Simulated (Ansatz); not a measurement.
Electronic density of states of amorphous Si22Ba3O47, density 2.66 g/cm³, on a 2×2×2 Γ-centred mesh with a Gaussian width of 0.1 eV; energies count from the Fermi level, whose place inside the gap is arbitrary. Cell and mesh are small, so fine structure isn't converged. Level of theory: PBE, scalar-relativistic without spin-orbit coupling (plane waves to 420 eV, PAW; Ansatz, an electronic-structure program). Sampling: a 2×2×2 Γ-centred mesh; Fermi-Dirac width 0.02 eV; no spin polarisation. At PBE the levels at the filled edge of the gap are localised (band-tail or defect states), and the nearest spread-out levels lie 5.6 eV apart at the zone centre.

The cell was made by melting and quenching with the CHGNet potential and then relaxed with DFT. O atoms were pushed apart under 1.9 Å during the dynamics, to hinder bonds among them. The hot cell started wider than the set density and was brought back towards it in steps. It is the lowest in DFT energy of 2 quenches. It is a model cell: composition and starting density were chosen by hand, and all elements were melted together. No dispersion term was used. Its density started from a set value of 2.75 and ended at 2.66 g/cm³. The quench (nominally 310 K/ps over its main leg) was far faster than any real one, so the model tends to hold more defects than a real film. One small periodic cell is one sample of the glass; other quenches scatter about these values. Volume and shape were free in the relaxation.

```
E - EF (eV)  states/(eV atom)
-----------  ----------------
-12.00                   0.03
-11.90                   0.11
-11.80                   0.19
-11.70                   0.16
-11.60                   0.10
-11.50                   0.14
-11.40                   0.12
-11.30                   0.12
-11.20                   0.19
-11.10                   0.15
-11.00                   0.13
-10.90                   0.20
-10.80                   0.26
-10.70                   0.22
-10.60                   0.16
-10.50                   0.19
-10.40                   0.24
-10.30                   0.21
-10.20                   0.18
-10.10                   0.13
-10.00                   0.15
-9.90                    0.18
-9.80                    0.14
-9.70                    0.13
-9.60                    0.17
-9.50                    0.20
-9.40                    0.21
-9.30                    0.18
-9.20                    0.17
-9.10                    0.18
-9.00                    0.19
-8.90                    0.17
-8.80                    0.17
-8.70                    0.27
-8.60                    0.39
-8.50                    0.43
-8.40                    0.52
-8.30                    0.56
-8.20                    0.56
-8.10                    0.48
-8.00                    0.41
-7.90                    0.46
-7.80                    0.39
-7.70                    0.29
-7.60                    0.26
-7.50                    0.32
-7.40                    0.34
-7.30                    0.21
-7.20                    0.12
-7.10                    0.18
-7.00                    0.25
-6.90                    0.26
-6.80                    0.15
-6.70                    0.23
-6.60                    0.26
-6.50                    0.33
-6.40                    0.37
-6.30                    0.47
-6.20                    0.44
-6.10                    0.39
-6.00                    0.50
-5.90                    0.55
-5.80                    0.57
-5.70                    0.63
-5.60                    0.69
-5.50                    0.71
-5.40                    0.72
-5.30                    0.76
-5.20                    0.77
-5.10                    0.75
-5.00                    0.72
-4.90                    0.77
-4.80                    0.83
-4.70                    0.83
-4.60                    0.85
-4.50                    0.97
-4.40                    0.97
-4.30                    0.87
-4.20                    0.76
-4.10                    0.78
-4.00                    0.84
-3.90                    0.84
-3.80                    0.82
-3.70                    0.74
-3.60                    0.70
-3.50                    0.72
-3.40                    0.58
-3.30                    0.45
-3.20                    0.46
-3.10                    0.45
-3.00                    0.51
-2.90                    0.41
-2.80                    0.34
-2.70                    0.31
-2.60                    0.11
-2.50                    0.13
-2.40                    0.27
-2.30                    0.43
-2.20                    0.23
-2.10                    0.03
-2.00                    0.00
-1.90                    0.00
-1.80                    0.00
-1.70                    0.00
-1.60                    0.00
-1.50                    0.00
-1.40                    0.00
-1.30                    0.00
-1.20                    0.00
-1.10                    0.00
-1.00                    0.00
-0.90                    0.00
-0.80                    0.00
-0.70                    0.00
-0.60                    0.00
-0.50                    0.00
-0.40                    0.00
-0.30                    0.00
-0.20                    0.00
-0.10                    0.00
0.00                     0.00
0.10                     0.00
0.20                     0.00
0.30                     0.00
0.40                     0.00
0.50                     0.00
0.60                     0.00
0.70                     0.00
0.80                     0.00
0.90                     0.00
1.00                     0.00
1.10                     0.00
1.20                     0.00
1.30                     0.00
1.40                     0.00
1.50                     0.00
1.60                     0.00
1.70                     0.00
1.80                     0.00
1.90                     0.00
2.00                     0.00
2.10                     0.01
2.20                     0.02
2.30                     0.01
2.40                     0.00
2.50                     0.00
2.60                     0.02
2.70                     0.05
2.80                     0.06
2.90                     0.05
3.00                     0.04
3.10                     0.08
3.20                     0.10
3.30                     0.11
3.40                     0.12
3.50                     0.11
3.60                     0.14
3.70                     0.16
3.80                     0.23
3.90                     0.32
4.00                     0.32
4.10                     0.28
4.20                     0.25
4.30                     0.30
4.40                     0.35
4.50                     0.31
4.60                     0.34
4.70                     0.38
4.80                     0.37
4.90                     0.39
5.00                     0.37
5.10                     0.33
5.20                     0.37
5.30                     0.36
5.40                     0.33
5.50                     0.37
5.60                     0.44
5.70                     0.49
```

The level gap on this mesh is 4.46 eV; the broadening fills part of it in the curve.
